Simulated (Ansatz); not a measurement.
## InP (model structure, started from the litharge type, P4/nmm, No. 129, 4 atoms in the cell)

The numbers are results of PBEsol (Ansatz, a quantum-chemistry and plane-wave program, PAW), not measurements.

Settings: plane-wave cutoff 500 eV, 10×10×8 k mesh (along the axes of the cell as run), Fermi–Dirac smearing 0.05 eV, scalar-relativistic PAW data made under PBE.

Cell (relaxed at this level):

```cif
data_In2P2
_chemical_formula_sum 'In2 P2'
_space_group_name_H-M_alt 'P 1'
_space_group_IT_number 1
_cell_length_a 3.36819
_cell_length_b 3.36819
_cell_length_c 7.56948
_cell_angle_alpha 90.000
_cell_angle_beta 90.000
_cell_angle_gamma 90.000
loop_
_space_group_symop_operation_xyz
  'x, y, z'
loop_
_atom_site_label
_atom_site_type_symbol
_atom_site_fract_x
_atom_site_fract_y
_atom_site_fract_z
_atom_site_occupancy
In1 In 0.50000 0.00000 0.33876 1
In2 In 0.00000 0.50000 0.66124 1
P1 P 0.00000 0.00000 0.00000 1
P2 P 0.50000 0.50000 0.00000 1
```

```yaml
band_gap: none
```

Note: the relaxation could raise the start's symmetry but not lower it, so the cell can be a saddle point.

Spin–orbit coupling is not included.

Static lattice: no zero-point or thermal effects.

A model structure was made by putting elements into a prototype or built by hand; it is no filed structure, need not be a known phase, and can be a saddle point held by its symmetry.
